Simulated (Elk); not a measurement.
A user runs Elk on BeCd (P4/mmm, 2 atoms in the cell) and asks whether the run is sound. The aim is a self-consistent single point with DFT, PBE, all-electron FP-LAPW, Elk's shipped species files, APW+lo basis with extra local orbitals.

This input was run:

```
tasks
  0

xctype
  20

rgkmax
  7.5

gmaxvr
  14.0

nxlo
  2

lorbcnd
  .true.

lmaxi
  3

stype
  0

swidth
  0.05

maxscl
  100

scale
  1.889726125

avec
    2.9663840000    0.0000000000    0.0000000000
    0.0000000000    2.9663840000    0.0000000000
    0.0000000000    0.0000000000    3.8880820000

sppath
  './'

atoms
  2
  'Be.in'
  1
  0.5000000000  0.5000000000  0.5000000000    0.0 0.0 0.0
  'Cd.in'
  1
  0.0000000000  0.0000000000  0.0000000000    0.0 0.0 0.0

ngridk
  9 9 7
```

Output, abridged:

```
│ Elk code version 10.2.4 │

All units are atomic (Hartree, Bohr, etc.)

│ Ground-state run starting from atomic densities │

Lattice vectors :
   5.605653342       0.000000000       0.000000000
   0.000000000       5.605653342       0.000000000
   0.000000000       0.000000000       7.347410132

   [... lines left out ...]
Radial integration step length :    4

G-vector grid sizes :     25    25    35
Number of G-vectors :    10721

Maximum angular momentum used for
 APW functions                      :    8
 outer part of muffin-tin           :    6
 inner part of muffin-tin           :    3

Total nuclear charge    :   -52.00000000
Total core charge       :    32.00000000
Total valence charge    :    20.00000000
Total excess charge     :    0.000000000
Total electronic charge :    52.00000000

Effective Wigner radius, rₛ :    1.019604166

Number of empty states         :    8
Total number of valence states :   18
Total number of core states    :   32

Conduction state local-orbitals added automatically
Total number of local-orbitals :  147

Exchange-correlation functional :     20     0     0
 Perdew-Burke-Ernzerhof, Phys. Rev. Lett. 77, 3865 (1996)
 gradient requirement :    1
 generalised gradient approximation (GGA)

Smearing type :    0
 Gaussian
Smearing width :   0.5000000000E-01
Effective electronic temperature (K) :    15788.75124

Mixing type :    3
 Broyden mixing, J. Phys. A: Math. Gen. 17, L317 (1984)

Kohn-Sham potential initialised from atomic data
│ Self-consistent loop started │
│ Loop number : 1 │
 total energy                :     -5606.50543640
│ Loop number : 2 │
 total energy                :     -5606.72741795
RMS change in Kohn-Sham potential (target) :    5.045599739     (  0.1000000000E-05)
Absolute change in total energy (target)   :   0.2219815506     (  0.1000000000E-03)
│ Loop number : 3 │
 total energy                :     -5605.86191569
RMS change in Kohn-Sham potential (target) :    3.036567584     (  0.1000000000E-05)
Absolute change in total energy (target)   :   0.8100068705     (  0.1000000000E-03)
   [... lines left out ...]
Absolute change in total energy (target)   :   0.3320464020E-04 (  0.1000000000E-03)
│ Loop number : 13 │
 total energy                :     -5610.83812484
RMS change in Kohn-Sham potential (target) :   0.5306905342E-05 (  0.1000000000E-05)
Absolute change in total energy (target)   :   0.9521762149E-04 (  0.1000000000E-03)
│ Loop number : 14 │
 total energy                :     -5610.83815148
RMS change in Kohn-Sham potential (target) :   0.5583509608E-06 (  0.1000000000E-05)
Absolute change in total energy (target)   :   0.5044415957E-04 (  0.1000000000E-03)
Convergence targets achieved

│ Loop number : 15 │

Energies :
 Fermi                       :     0.209208577192
 total energy                :     -5610.83814820

Density of states at Fermi energy :    18.37429256
 (states/Hartree/unit cell)

Estimated indirect band gap :   0.2548112510E-02
 from k-point     28 to k-point     34
Estimated direct band gap   :   0.2825579848E-01
 at k-point     59

Charges :
 core                        :    32.00000000
 valence                     :    20.00000000
 interstitial                :    2.729241795
 muffin-tins (core leakage)
  species :    1 (Be)
   atom    1                 :    2.573720724     (  0.1072507832E-02)
  species :    2 (Cd)
   atom    1                 :    46.69703748     (  0.2457382076E-03)
 total in muffin-tins        :    49.27075820
 total calculated charge     :    51.99841525
 total charge                :    52.00000000
 error                       :   0.1584752517E-02

│ Self-consistent loop stopped │
```

### Question
Is anything amiss in this input, and did it matter?

### Answer
The run is not sound. The fault is a smearing width that is far too large. A width of many tenths of an electronvolt moves electrons far across the Fermi level or the gap, and the free energy and its derivatives carry a large smearing term. To fix it, use a width small against the gap or band features. The run converged in 15 iterations without an error; against the sound input the total energy rises by 152 meV/atom.

An input that runs soundly differs in these lines (not the only fix; some lines may just follow from the change or write a value another way):
```diff
-  0.05
+  0.00367493
```

With that input, the run converged in 15 iterations: total energy -152678.9874 eV; Fermi level (on the code's own zero) 5.73 eV (DFT, PBE, all-electron FP-LAPW, Elk's shipped species files, APW+lo basis with extra local orbitals).

On the sound input: the starting cell was generated: these elements placed on a structure prototype, without a prior relaxation; it need not be a known phase or ordering of this composition. Values depend on the basis (sphere radii, cutoffs, local orbitals), which need not be converged. The log's line on a gap gives a spacing of levels on this mesh, which the program prints for metals too.
